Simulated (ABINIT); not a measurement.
**Equation of state of rock-salt SrO (space group 225): energy against volume (ABINIT, PBE)**

```
CELL_PARAMETERS angstrom
      0.00000     2.53412     2.53412
      2.53412     0.00000     2.53412
      2.53412     2.53412     0.00000
ATOMIC_POSITIONS crystal
  Sr 0.00000 0.00000 0.00000
  O  0.50000 0.50000 0.50000
```

Computed with PBE, norm-conserving pseudopotentials (PseudoDojo nc-sr-05 PBE standard) (plane waves; ABINIT). Settings: pseudos = [Sr.upf, O.upf]; ecut = 55 Ha; ixc = 11; occopt = 3; tsmear = 0.01 eV; ngkpt = 11 11 11; nshiftk = 1; shiftk = 0 0 0; potentials = PseudoDojo nc-sr-05 PBE standard; nband = 13; kptopt = 1; nstep = 100; toldfe = 1e-09 Ha. The cell above is the first row's. The rows scale it uniformly. In all rows fractional positions and the k mesh are held. E is the free energy at the stated smearing, counted from the lowest row.

```csv
V (Å^3/atom),E (meV/atom)
16.274,25.10
16.627,11.94
16.981,3.75
17.335,0.00
17.689,0.23
18.042,4.02
18.396,10.99
18.750,20.82
19.104,?
```

Fit E of the 8 rows that show it with the third-order Birch-Murnaghan form, a cubic in V^(-2/3). With u = V^(-2/3) - 0.148, the rows have u = 0.007717, 0.005506, 0.003365, 0.001297, -0.000702, -0.002629, -0.004500, -0.006312. Least squares gives E = -0.279 - 400.73·u + 471437·u² + 854929·u³. Residuals (row less fit): 0.003, -0.009, 0.007, 0.004, -0.004, 0.003, -0.003, 0.002; standard error 0.007 (degrees of freedom: 4). Its minimum lies at u = 0.000425, so V0 = (0.148425)^(-3/2) = 17.49. There d²E/du² = 945100 and d³E/du³ = 5130000, so B0 = (4/9) × 17.49^(-7/3) × 945100 × 0.160218 = 84.8 GPa (the last factor turns the table's units into GPa), and B0' = 4 + (2/3) × 0.148425 × (5130000)/945100 = 4.5. The program's pressures in the fitted runs (not shown) pass through zero at V = 17.49, 0.00 % from this V0.

Q: Predict the withheld E at V = 19.104 from the fit, and compare with the calculation.

A: u = -0.008068, so E = -0.279 - 400.73 × (-0.008068) + 471437 × (-0.008068)² + 854929 × (-0.008068)³ = 33.192 meV/atom. The calculation gives 33.20 meV/atom, 0.008 meV/atom above the prediction (under 0.05 % of the range of E in the table). The row lies outside the fitted rows, so this is an extrapolation. From the scatter of the fitted rows alone, a prediction at this place has a standard error of 0.017 meV/atom, so the miss is 0.5 times that.

Carrying the step between the two nearest rows on in a straight line would have given 30.65, off by 2.55; series whose last step already gives the withheld value aren't shown. The scan was laid around a cell of about the measured size, scaled by a guess for this functional. The runs keep the symmetry of the cell, so they don't test it for distortions. Cutoffs and mesh are single choices, not tested for convergence of this quantity. Series with a scatter that would blur these digits, or in which a gap closes, are not shown. Nor are scans whose minimum lies at an end fitted in this form.
